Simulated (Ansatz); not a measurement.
## C, response to strain

Start from C in the diamond structure (space group Fd-3m, No. 227; a = 3.560 Å). Axes: x, y, z lie along the cube axes.

Strains are applied to the cell and any free atomic positions relax; under biaxial strain the out-of-plane vector relaxes too.

Method: Ansatz (a quantum-chemistry and plane-wave program) r2SCAN, no spin-orbit coupling.

Notes on the quantities. pressure: mean of the normal stresses, compression positive; energy relative to the base: free energy F.

| change | smallest direct gap | out-of-plane strain | gap character | pressure | energy relative to the base |
|---|---|---|---|---|---|
| base | 5.90 eV | – | – | 0.1 kbar | 0 meV/atom |
| biaxial strain +0.42 %, plane normal [111], relaxed out of plane | 5.82 eV | -0.04 % | indirect, Γ → F–Γ (25 % along) | -35.3 kbar | +0.8 meV/atom |
| biaxial strain +0.83 %, plane normal [111], relaxed out of plane | 5.76 eV | -0.08 % | indirect, Γ → F–Γ (25 % along) | -68.5 kbar | +3.1 meV/atom |
| biaxial strain +1.25 %, plane normal [111], relaxed out of plane | 5.69 eV | -0.12 % | indirect, Γ → F–Γ (25 % along) | -101.1 kbar | +6.9 meV/atom |
| biaxial strain +1.67 %, plane normal [111], relaxed out of plane | 5.63 eV | -0.16 % | indirect, Γ → F–Γ (26 % along) | -132.5 kbar | +12 meV/atom |
| biaxial strain +2.08 %, plane normal [111], relaxed out of plane | 5.57 eV | -0.19 % | indirect, Γ → F–Γ (26 % along) | -161.9 kbar | +19 meV/atom |
| biaxial strain +2.50 %, plane normal [111], relaxed out of plane | 5.50 eV | -0.23 % | indirect, Γ → F–Γ (26 % along) | -190.8 kbar | +27 meV/atom |

Stability against distortions was not tested. k-point labels follow each cell's own Brillouin zone.
